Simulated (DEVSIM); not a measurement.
System: Ru/AlN/p-Ge capacitor, at 400 K.

Layer 1 from the left is AlN, thickness (nm) 26.0. Layer 2 from the left is Ge, thickness (nm) 490, Na (cm⁻³) 3e17.

Metal gate on the left, work function 4.7 eV. Fixed charge at the semiconductor interface 2.6e10 cm⁻² (in units of +e); no interface traps.

Constants are typed, rounded textbook-type inputs, not results; the design itself was drawn at random and stands for no fabricated device. Values at 300 K; Nc and Nv go as T^1.5, mobilities as T to minus their exponent, the gap by Varshni's rule with the affinity fixed.

AlN: gap (eV) 6.1, affinity (eV) 1.9, permittivity 8.5. Ge: gap (eV) 0.664, affinity (eV) 4, permittivity 16, Nc (cm⁻³) 1.04e19, Nv (cm⁻³) 6e18, Varshni α (eV/K) 0.000477, Varshni β (K) 235.

Simulated with DEVSIM: 1D Poisson equation in equilibrium, Boltzmann statistics, complete ionisation; no quantum confinement or tunnelling. Metal contacts follow the ideal Schottky-Mott rule: no Fermi-level pinning, no interface dipoles.

What does the simulation give for the flat-band voltage, the minimum of the low-frequency capacitance?

flat-band voltage 0.18 V; minimum of the low-frequency capacitance 0.171 μF/cm².
